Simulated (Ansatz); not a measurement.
Amorphous Ge, 512 atoms, melt quenched at 1 K/ps, density 0.99 of the crystal's

Prepared with Tersoff's 1989 multicomponent potential (SiCGe.tersoff) in LAMMPS: melt at 3500 K, cooled from 2600 to 500 K at 1 K/ps at fixed volume, minimised. Geometry as solved with Ansatz (a program for electronic structure) with PBE, support functions at accuracy medium on the grid of 370 eV.

```xyz
512
Lattice="23.12 0.00 0.00 0.00 23.12 0.00 0.00 0.00 23.12" Properties=species:S:1:pos:R:3 pbc="T T T"
Ge    22.70     7.71    18.38
Ge     6.61    11.73    10.05
Ge    22.60    13.15    20.59
Ge    21.66    22.97    22.99
Ge     2.99    18.56    10.53
Ge    21.22    12.08    22.40
Ge    13.95    16.16     5.68
Ge    10.43    13.56     8.53
Ge    19.14    10.04     2.31
Ge    18.99    22.53     3.26
Ge     3.47     6.83    14.21
Ge     6.39    14.58    15.99
Ge     0.73    22.28    12.83
Ge     2.16     8.92    13.27
Ge    18.25    21.17    22.45
Ge     1.54     2.43     2.08
Ge    19.26     5.96    11.04
Ge     2.21    19.37     3.32
Ge     6.57    14.07     5.90
Ge     7.14    10.70     7.84
Ge     5.69    11.68     6.11
Ge    14.06    19.89    16.10
Ge    19.67    10.05    19.09
Ge    16.74     7.14    18.32
Ge    17.90    23.10     7.23
Ge    21.78     9.95    17.65
Ge    17.78    22.71    13.37
Ge     8.85     5.83    10.61
Ge     2.96     5.59    12.09
Ge    17.28     1.14     2.55
Ge    11.89    21.95     0.70
Ge    12.65     4.37     4.96
Ge    14.71    17.27     7.75
Ge     9.49     3.21    19.28
Ge     6.09    18.50    20.70
Ge     8.61     4.13    21.44
Ge     8.76     0.97    14.60
Ge     9.37     8.15     4.92
Ge     1.75     1.64     4.65
Ge     6.18    16.22    14.01
Ge    11.24     5.82     0.68
Ge     1.21     7.29    11.68
Ge    12.79    22.77     8.71
Ge    10.54     0.45     9.27
Ge    15.42    14.14     5.64
Ge     0.25     3.44     5.54
Ge    22.17    18.74    12.08
Ge     0.46    10.62    13.99
Ge    21.24     4.64    22.00
Ge     5.21    17.58     0.72
Ge     5.34    17.84    10.25
Ge    21.43    22.80    12.29
Ge    21.13    13.11     8.73
Ge    16.86    10.16    22.12
Ge     1.75     9.18    21.05
Ge     2.50     8.06     6.02
Ge    11.24     7.57     3.40
Ge    10.55     9.44     9.47
Ge     6.90     8.84    13.21
Ge     8.71    13.93     4.34
Ge     5.08     7.75    20.71
Ge     9.31    22.80     5.57
Ge    15.33    13.91    20.84
Ge     7.91    10.47    14.91
Ge    12.98     9.39     8.93
Ge    10.84    17.56     8.04
Ge     2.14     1.83    10.25
Ge     7.51    22.70    18.20
Ge     6.91    22.48     5.54
Ge    19.08    19.21    20.92
Ge    16.00    14.38    16.12
Ge    15.28     1.80    11.16
Ge    16.80    10.30     1.50
Ge     4.34    18.07    16.62
Ge     0.42     8.03     9.45
Ge    20.91    21.23    15.71
Ge     5.77    21.55     1.39
Ge     0.45     2.80    13.99
Ge    14.85     8.53    19.15
Ge     4.12    19.83     0.66
Ge     2.55     8.91     8.43
Ge    13.50    22.33    13.01
Ge    20.99    12.83    11.24
Ge     9.78    21.42     1.87
Ge    16.01    20.91    19.13
Ge     6.18    16.26    19.71
Ge    18.41     8.29    21.29
Ge    21.48    10.00    15.11
Ge     9.15     6.32    22.58
Ge    11.52     5.40    15.54
Ge    11.45    22.78    19.28
Ge     9.43     6.56    14.66
Ge     6.25     2.48     9.27
Ge    12.75    12.28     2.63
Ge     4.73     8.27     9.65
Ge     0.10     2.90    21.90
Ge    18.19    19.71    18.61
Ge     0.33    19.11    22.39
Ge     4.82     1.80    15.89
Ge    10.37    14.40     0.52
Ge    10.24    20.63    15.96
Ge    11.03     5.08     3.13
Ge    12.07    12.52     5.02
Ge    11.96    15.67    12.67
Ge     3.09     4.29     4.45
Ge    11.49    16.51     5.87
Ge    19.49    15.43    14.26
Ge     4.45     5.85    10.16
Ge    14.57    10.81    18.13
Ge    23.06     2.24     9.20
Ge    12.80    13.60     9.48
Ge    14.90     4.24     3.77
Ge     7.40    17.43     2.21
Ge    12.63     7.93    12.78
Ge    16.91     6.63    14.07
Ge     0.14    11.78    18.60
Ge     1.68    16.41    10.28
Ge     5.69     4.45    18.66
Ge    13.38     5.06    22.70
Ge    18.81    15.95     2.55
Ge     3.72    21.59     7.09
Ge    16.56    20.05     5.38
Ge     7.52     2.64     7.08
Ge     3.85     2.40     8.49
Ge     7.87    14.41    12.20
Ge    14.15     8.50    10.92
Ge     6.76     8.24     8.19
Ge     6.51    15.17     3.24
Ge     6.13    21.22     7.50
Ge    10.34    10.56     5.42
Ge    15.68     0.59     6.16
Ge    19.86     5.00     5.06
Ge     2.02     4.76    20.32
Ge    18.87     0.47    18.02
Ge    16.55     6.24     8.30
Ge    20.53    15.15    11.95
Ge     9.47    15.68     2.60
Ge    22.28     1.66     1.51
Ge    19.85    17.65    15.25
Ge     0.30     8.91     2.66
Ge     2.44    22.65    11.01
Ge    18.32     9.71    11.46
Ge    17.95     3.96    11.82
Ge    13.52     6.63    16.46
Ge    22.93     6.39    22.66
Ge    17.08    15.13    13.96
Ge     2.36     1.64    18.48
Ge    21.63    14.75     5.35
Ge    12.94    18.84     8.48
Ge     1.48    17.98     6.83
Ge    12.00    19.09    14.92
Ge    20.69    19.17     1.93
Ge     1.81    13.57    21.56
Ge    14.67     9.18    21.51
Ge     9.86    19.72     3.77
Ge    14.68    19.46    22.77
Ge     4.52     2.14    13.44
Ge    18.50     8.59    17.36
Ge    10.52     2.03    11.29
Ge    17.28    14.43     7.20
Ge    22.33    17.09    18.97
Ge     5.58     1.57    21.91
Ge    20.66     3.56     1.09
Ge    15.76    18.21    15.38
Ge    16.58     3.52    22.74
Ge     2.31     0.23     1.11
Ge    21.12    18.61     4.38
Ge    17.70    17.11    21.40
Ge    22.69    11.26     8.19
Ge     7.03     9.30     0.40
Ge    22.91    19.65    15.78
Ge     3.61     4.66     0.58
Ge    14.92     6.33    10.18
Ge    18.49     2.31     0.76
Ge     3.53    12.78    19.89
Ge    13.65    22.26     2.70
Ge     9.67     0.38     3.25
Ge     3.98    12.56    14.20
Ge    13.35     5.15    20.14
Ge    19.69     1.71     7.38
Ge    18.93     3.15    14.05
Ge    12.63    10.58    21.15
Ge     9.58    19.34    19.60
Ge    15.75    10.99     4.65
Ge    12.99     4.94     9.33
Ge    15.32     8.31     2.19
Ge    17.36     9.45     5.80
Ge    16.77    14.27     9.82
Ge    11.07     1.41    15.34
Ge    15.51     4.11    19.32
Ge    14.18    12.11     6.22
Ge     5.85    17.44     7.88
Ge     6.63    12.79    14.11
Ge    20.36    13.77    15.87
Ge     8.42    15.20    22.36
Ge    10.92    17.49     3.68
Ge     4.77    12.64    16.69
Ge    13.90    19.59    18.57
Ge    21.81     0.41     8.03
Ge     7.74     3.78    17.34
Ge     9.83    20.68    12.11
Ge    16.06    17.23    13.06
Ge     7.33     5.17    15.06
Ge     0.75    19.90    13.51
Ge     0.19    22.72     4.42
Ge     2.14    22.74    16.86
Ge     2.72     3.02    22.00
Ge     4.23    19.96    19.92
Ge    10.46     5.74    18.08
Ge    14.45    15.08    22.87
Ge     8.10     4.85     6.17
Ge    22.39     5.98     8.75
Ge     3.84     5.95     6.15
Ge    13.97    16.81    11.65
Ge    14.51    16.23     3.23
Ge     9.51    21.30     9.67
Ge    22.01    15.19     7.78
Ge    12.90    20.94     7.00
Ge     9.91     6.48     6.76
Ge     8.19    19.40    21.73
Ge    11.37     9.52    19.23
Ge     4.81    15.95    21.88
Ge    10.56    14.24     6.02
Ge     1.13    21.45     2.42
Ge    11.84    20.39    19.84
Ge    20.08    19.16     8.49
Ge    11.03     4.51    10.98
Ge    18.06     1.11    15.35
Ge     2.43     5.55    16.13
Ge     2.31    16.00    21.57
Ge     3.49    14.52     7.36
Ge     9.55    16.26    11.70
Ge     5.87     1.57     5.38
Ge     2.41     3.18    12.41
Ge    18.29    22.07     9.51
Ge    14.42    22.65    10.59
Ge    14.04    22.32    15.56
Ge     5.76    10.02     4.18
Ge     1.70     6.03     1.38
Ge    19.63    11.59    14.78
Ge    12.04    16.48    15.10
Ge     6.25     6.55     6.44
Ge     2.79    15.23     3.44
Ge    22.08    10.75     5.85
Ge    20.81    22.27     9.95
Ge    18.22     4.95    15.80
Ge    16.65    17.09     2.32
Ge     5.18     9.96    21.99
Ge    11.79    13.67    18.47
Ge    20.13    16.70     8.46
Ge     6.21    13.97    22.57
Ge     8.88    12.66    10.72
Ge    16.34    11.64     9.51
Ge    17.97    18.01    11.52
Ge    12.19     3.22    16.59
Ge     2.86     9.99    23.10
Ge    16.48     2.37     4.56
Ge    21.41     5.28     2.88
Ge     2.95     9.59    17.08
Ge     2.69    18.84    18.34
Ge    14.15     3.28    13.13
Ge     5.24    13.87     9.37
Ge    15.95     6.51     3.97
Ge    18.58    20.52     1.76
Ge    14.87     0.40    21.95
Ge    12.33     5.84     7.01
Ge     0.79     5.30     3.76
Ge    15.91    21.00    13.48
Ge     8.97     9.30    19.79
Ge     6.85     5.96     2.92
Ge    21.26     8.38     5.70
Ge     9.41    15.77     9.19
Ge    18.55    21.51     5.48
Ge     6.25    21.12    15.02
Ge    16.95    13.44    12.22
Ge    14.64     3.07     9.08
Ge     6.93     7.87     4.52
Ge     4.48    15.62     5.25
Ge    12.66     7.29    18.77
Ge    14.11    12.67    15.06
Ge     1.95     7.42    17.73
Ge     8.32     2.31     2.44
Ge     0.17     4.98    15.22
Ge     6.96    10.98     2.28
Ge    14.37    19.90     2.08
Ge    22.63    14.85    15.75
Ge     9.24    13.30    18.64
Ge     1.13    16.97     0.38
Ge     2.79     7.16    20.06
Ge    16.83     6.06    22.64
Ge    21.59     5.28    11.06
Ge    12.02    15.90    19.62
Ge     0.92     0.54    14.91
Ge    16.19    16.00    19.69
Ge    13.14    10.63    16.10
Ge     0.35    15.63     3.89
Ge     6.14     3.97    21.13
Ge    18.77     7.65    12.73
Ge    11.99     2.14     5.85
Ge    22.06    17.32    16.45
Ge    21.18     0.71     3.57
Ge    16.37    12.51     2.69
Ge    11.09    10.10    -0.07
Ge    23.08     1.84    19.29
Ge     2.60    20.80     9.26
Ge    16.56    11.98    17.22
Ge    21.16    15.12    19.92
Ge     9.10    11.63     3.36
Ge     8.42    20.38    17.68
Ge     5.15    22.16    18.93
Ge    17.63    10.34    15.72
Ge     5.27     5.94    22.38
Ge    15.93    21.25    21.60
Ge    19.05    13.39    22.65
Ge    12.06     0.97     3.61
Ge    15.86    17.20    23.08
Ge    22.40    20.72     0.88
Ge     8.68     4.46     3.72
Ge    18.98    11.90    12.39
Ge    18.11     3.45     6.11
Ge    19.81     6.89    16.09
Ge     6.57    19.63    11.37
Ge    21.69    18.97    20.54
Ge    20.25    12.21     2.77
Ge     7.23     1.48    16.48
Ge    13.90    10.10     3.24
Ge     9.10     2.28    23.14
Ge    17.62     0.79    11.11
Ge    20.55    16.74     0.96
Ge     5.00    20.72    12.98
Ge    12.47    13.22    11.95
Ge    20.52     6.46     7.13
Ge     0.72     4.22     7.89
Ge     8.70    21.65    14.25
Ge     7.11    21.51     9.76
Ge     5.80     7.30    14.86
Ge     3.05    19.11    12.96
Ge     8.90     7.56    12.45
Ge     3.43     9.30     4.02
Ge    13.78     8.60    14.93
Ge    19.82    21.30    13.49
Ge    15.68     1.00    16.20
Ge     3.82     0.67    20.34
Ge    19.29     0.37    22.42
Ge    10.64     9.31    12.01
Ge    22.66     8.15    20.90
Ge    19.00     6.11     0.90
Ge    14.55     3.16    15.66
Ge    17.30    12.43    21.18
Ge     7.27    19.12     6.82
Ge     9.86    12.24    15.10
Ge    13.51    19.13    10.89
Ge     0.43    18.04     4.56
Ge    14.56    15.50     9.58
Ge     9.62    11.17     7.84
Ge     0.57    20.04     8.13
Ge     0.34     7.57     4.77
Ge    21.24     2.87    10.83
Ge     0.13    11.20     3.64
Ge     0.47    14.71    13.50
Ge     8.22     1.84    12.36
Ge     1.84    12.25     0.57
Ge     6.63     0.56    10.84
Ge    11.41     1.24    22.97
Ge     3.60     1.00     6.38
Ge    12.33     2.63     1.75
Ge    14.03    11.62     8.60
Ge    12.16    20.25    12.69
Ge    13.80     1.48     7.43
Ge     9.78    16.51    16.25
Ge     9.52    19.60     7.73
Ge    20.81     9.74    21.51
Ge    11.73    22.57    16.71
Ge     4.01    17.89     6.26
Ge    14.66     3.50     1.33
Ge    21.20     2.05    13.29
Ge    19.20     8.56     4.28
Ge     3.29    14.71    11.24
Ge     2.50    11.60     4.21
Ge     8.04    17.76    14.77
Ge     2.02    11.34     8.51
Ge    13.47     8.05     6.89
Ge     2.10    11.53    15.61
Ge     2.58     8.36     1.85
Ge     2.13    22.68    21.80
Ge    21.09     1.72    17.62
Ge    13.55    12.43    19.75
Ge     8.48    15.33    19.89
Ge    21.78     7.46     1.46
Ge     3.66     3.56    17.36
Ge    18.38     6.38     3.41
Ge    15.84    10.08    11.76
Ge    14.79    12.27    12.66
Ge     0.99    20.64    17.71
Ge    22.49    12.71     1.46
Ge    22.95    -0.16    20.85
Ge    14.46    14.00     2.06
Ge    19.99     3.98    17.68
Ge    19.55    14.22    18.21
Ge    16.84    18.43     7.31
Ge    16.25     1.98    20.54
Ge    10.63    12.05     1.41
Ge     4.80     0.70     1.12
Ge    14.51     7.30     0.02
Ge    12.31    19.97    22.25
Ge     4.88     4.39     2.71
Ge    19.96    21.36    17.99
Ge    15.75     5.07    16.92
Ge    19.89    16.44     4.72
Ge    19.85    18.88    13.03
Ge    16.65    19.42     2.99
Ge    16.32     0.26    18.51
Ge    12.69     1.24    20.79
Ge     7.68    11.37    19.11
Ge    20.50    20.22     6.21
Ge     5.87     2.13     2.88
Ge    17.63    19.59     9.48
Ge    18.42    16.57     6.71
Ge     5.28     8.64    16.92
Ge     7.90     0.48    21.93
Ge    18.88     2.62     9.78
Ge    22.15    21.09    19.30
Ge    15.02     0.85     1.36
Ge    20.51    12.52     5.21
Ge    16.94     3.78     8.34
Ge     5.96    20.94     3.83
Ge    16.10     9.00    14.18
Ge     9.81     1.52     7.10
Ge    17.34     5.57    20.22
Ge    15.81     7.52     6.26
Ge    18.46    13.61     1.94
Ge     9.09     8.87    22.17
Ge    19.68    15.68    21.91
Ge    11.99    13.81    15.88
Ge    14.31    16.31    16.38
Ge     3.01    17.31     2.00
Ge    22.55    21.63     6.53
Ge    17.57    15.63    17.70
Ge     7.02    15.26     8.15
Ge     4.61    23.07    12.17
Ge     5.83    12.13    20.80
Ge    14.63    21.62     5.25
Ge     1.70    16.67    19.23
Ge     9.15     0.64    19.73
Ge    14.09    17.06    18.79
Ge    12.31     5.32    13.04
Ge    18.81     7.00     8.85
Ge    21.91     9.85    10.11
Ge     2.33    10.74    19.20
Ge     4.92    15.89    17.61
Ge     6.08     6.97    18.60
Ge    19.11    12.76     7.22
Ge    18.78    15.92    10.37
Ge     1.12    13.39    16.98
Ge    12.13     8.16     1.14
Ge    18.02    10.66     7.87
Ge    22.61    15.39     1.55
Ge    22.58     6.33    13.15
Ge     6.65    19.13    16.36
Ge    21.75     5.68    17.17
Ge     7.06     6.82     0.69
Ge    10.42    11.80    12.59
Ge     5.80    13.17     1.78
Ge    20.99     2.62     5.26
Ge     3.87    17.15    14.33
Ge    21.90    19.99     9.90
Ge    12.41     9.10     4.94
Ge     5.80    15.65    11.42
Ge     8.64    18.55    12.43
Ge    22.76    16.35    11.79
Ge     3.24    12.23     6.53
Ge    19.79     8.57     0.46
Ge    15.61    20.50    10.98
Ge    12.25     1.47    13.10
Ge    12.01     3.26    19.17
Ge     2.59    20.25    21.84
Ge     6.58     4.60    10.65
Ge     3.92    20.06     5.03
Ge     6.50    10.79    16.96
Ge    11.46    17.83     0.12
Ge     8.90    17.57     0.13
Ge     3.36    13.07     2.36
Ge     9.07     7.52     8.83
Ge    19.53     9.33     9.30
Ge     0.16    12.48    12.27
Ge     6.58     3.66    12.98
Ge     8.80    14.21    16.37
Ge    12.11    15.67    22.20
Ge    20.82     7.85    14.05
Ge     9.27     8.60    16.13
Ge     7.52    19.08     4.23
Ge    18.36    12.19    18.96
Ge     8.51     7.44    18.23
Ge     1.31    15.77     7.95
Ge    22.74     4.37    19.59
Ge    15.79     5.15    12.24
Ge    17.89    17.95    16.78
Ge     2.90    14.59    18.24
Ge     2.93    14.84    13.74
Ge    18.77     1.70    20.33
Ge    21.65     0.50    15.53
Ge     4.57    22.48    16.48
Ge     5.53     9.89    11.39
Ge    12.87    17.84     2.23
Ge    10.81    10.51    16.93
Ge     3.19     4.77     8.22
Ge     2.29    12.35    10.83
Ge     7.95    21.42     0.12
Ge     3.53    10.84    12.40
Ge    10.66    20.79     5.90
Ge     9.94    17.01    18.79
Ge    19.47     4.16    20.15
```
